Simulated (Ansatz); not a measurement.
Input:

```xyz
3
Lattice="0.0000 2.8230 2.8230 2.8230 0.0000 2.8230 2.8230 2.8230 0.0000" Properties=species:S:1:pos:R:3 pbc="T T T"
Cd     0.0000     0.0000     0.0000
F      1.4115     1.4115     1.4115
F      4.2345     4.2345     4.2345
```

No spin polarisation.

The values are results of DFT with PBE, PAW potentials and a 420 eV plane-wave cutoff in Ansatz (a program for electronic structure), without spin-orbit coupling, not measurements. k-mesh 10×10×10 (Γ-centred); smearing 0.05 eV (Fermi–Dirac).

**Question.** What band gap does the calculation give?

**Answer.** 2.60 eV.

**Question.** Estimate the gap character.

**Answer.** Indirect, W → Γ.

**Question.** Estimate the smallest direct gap.

**Answer.** 3.23 eV.

**Question.** What electron mass does the calculation give?

**Answer.** 0.38 mₑ (at Γ).

The cells carry an imposed strain or load. Effective masses come from finite differences of ±0.01 Å⁻¹. No phonon test of stability was made. The cell was made from CdF2 in the fluorite structure (space group Fm-3m, No. 225) by this change: isotropic strain +3.00 %.
